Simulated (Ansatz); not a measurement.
The reference is Al₂Au (space group Fm-3m, No. 225; a = 6.0032 Å; relaxed with 0.1 eV smearing). Axes: x, y, z lie along the cube axes.

Method: plane-wave PAW DFT at the PBEsol level (Ansatz, a program for electronic structure, 420 eV), without spin-orbit coupling.

Now apply this change: uniaxial strain ε_zz = +2.00 %, all other strain components held at zero, atoms relaxed at fixed cell.

Problem. Estimate the effect on the energy relative to the base.

Solution. The energy increases by 3.3 meV/atom.

Problem. Estimate the effect on the stress.

Solution. The stress (xx, yy, zz, yz, xz, xy; compression positive) comes out as (-1.8, -1.8, -2.9, 0.0, 0.0, 0.0) GPa.

Stability against distortions was not tested.
